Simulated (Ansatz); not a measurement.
Surface: Si(111) 1x1 surface, 6 top atoms, 3 bilayers, bottom bilayer H-capped and fixed, every top atom capped by F; cell 11.5 x 6.6 Å; about 7 Å thick over the host's atoms, 18 atoms held. Computed with PBE-D3(BJ) (plane waves to 420 eV, PAW; Ansatz, a program for electronic structure). k mesh 1 x 2 x 1. Some slab states were started with spin and the others were run without it. Slab thickness, cell and mesh are as stated and are not converged limits. Energies are static: no zero-point or thermal part. Each state was relaxed from one prepared geometry.

One CH3 a cell is brought to Si(111):F. Relaxed result near the molecule:

```csv
atom,x (Å),y (Å),z (Å)
F(30),3.724,-0.032,11.126
F(31),5.751,3.467,11.129
F(46),7.776,-0.032,11.126
C(d0),5.741,1.096,13.199
H(d1),6.682,1.637,13.226
H(d2),5.740,0.011,13.212
H(d3),4.801,1.639,13.207
```

### Question
What is the adsorption energy against the free CH3 and the slab before, and how much of it is dispersion?

### Answer
-0.13 eV (negative: bound); the D3 term gives -0.12 eV of it, the free CH3 being spin-polarised. Its closest contacts to the rest of the cell: H(d3)...F(30) 2.88 Å, H(d1)...F(46) 2.90 Å, H(d2)...F(30) 2.90 Å.
